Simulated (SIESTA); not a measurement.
Converging the k-point mesh: TlIO3 (R3m, 5 atoms in the cell)

```
CELL_PARAMETERS angstrom
      3.16025     1.82457     2.66340
     -3.16025     1.82457     2.66340
      0.00000    -3.64914     2.66340
ATOMIC_POSITIONS crystal
  Tl 0.01501 0.01501 0.01501
  I  0.50186 0.50186 0.50186
  O  0.90328 0.46189 0.46189
  O  0.46189 0.90328 0.46189
  O  0.46189 0.46189 0.90328
```

Computed with GGA PBEsol, numerical atomic orbitals DZP, PseudoDojo PBEsol standard norm-conserving potentials (rewritten from UPF to PSML) run with SIESTA.

Base settings: XC.functional = GGA; XC.authors = PBEsol; potentials = PseudoDojo PBEsol standard; PAO.BasisSize = DZP; PAO.EnergyShift = 0.005 Ry; MeshCutoff = 400 Ry; kgrid.MonkhorstPack = 3 3 3; OccupationFunction = FD; ElectronicTemperature = 0.02 eV; MaxSCFIterations = 150.

The second cell is the first with its lattice scaled by 0.98.

Only quantities that move along the ladder and can be compared are tabulated.

The starting cell comes from a database of computed structures (which also holds hypothetical and non-ambient phases and stackings), without a prior relaxation at this level. Its lattice was rescaled by up to half a per cent. One atom was moved a little off its site on purpose. Values carry the incompleteness of an atom-centred basis. In the base run, with a pressure of about 4 GPa the cell is away from its equilibrium volume at this level. In the base run, forces exceed 1 eV/Å.

| kgrid.MonkhorstPack | free energy less the last step's (meV/atom) | energy of the compressed cell less the first (meV/atom) | pressure (GPa) | largest difference of a force vector from the last step's (eV/Å) |
|---|---|---|---|---|
| 1 1 1 | -792.33 | -13.04 | -5.01 | 2.911 |
| 2 2 2 | 80.59 | 59.81 | 5.50 | 0.634 |
| 3 3 3 | -8.31 | 51.61 | 4.29 | 0.107 |
| 4 4 4 | 1.34 | 53.19 | 4.52 | 0.023 |
| 5 5 5 | -0.12 | 52.92 | 4.49 | 0.005 |
| 6 6 6 | 0.07 | 53.00 | 4.50 | 0.001 |
| 7 7 7 | 0.00 | 52.99 | 4.50 | 0.000 |
| 8 8 8 | 0.00 | 52.99 | 4.50 | 0.000 |
| 9 9 9 | 0.00 | 52.99 | 4.50 | 0.000 |
| 10 10 10 | 0.00 | 52.99 | 4.50 | 0.000 |
| 11 11 11 | 0.00 | 52.99 | 4.50 | 0.000 |
| 12 12 12 | 0.00 | 52.99 | 4.50 | 0.000 |
| 13 13 13 | 0.00 | 52.99 | 4.50 | 0.000 |
| 14 14 14 | 0.00 | 52.99 | 4.50 | 0.000 |
| 16 16 16 | 0.00 | 52.99 | 4.50 | 0.000 |

Coarsest kgrid.MonkhorstPack that holds the pressure within 0.05 GPa of the last step, with all finer ones: 4 4 4; the step before is off by 0.21 GPa.

Coarsest kgrid.MonkhorstPack that holds the free energy within 2 meV/atom of the last step, with all finer ones: 4 4 4; the step before is off by 8.3 meV/atom.

Coarsest kgrid.MonkhorstPack that holds the forces within 0.02 eV/Å of the last step, with all finer ones: 5 5 5; the step before is off by 0.023 eV/Å.

The energy difference between the two cells stays within 1 meV/atom of the last step's from 4 4 4 on, the total only from 5 5 5 on: much of the error is common to both cells and cancels.
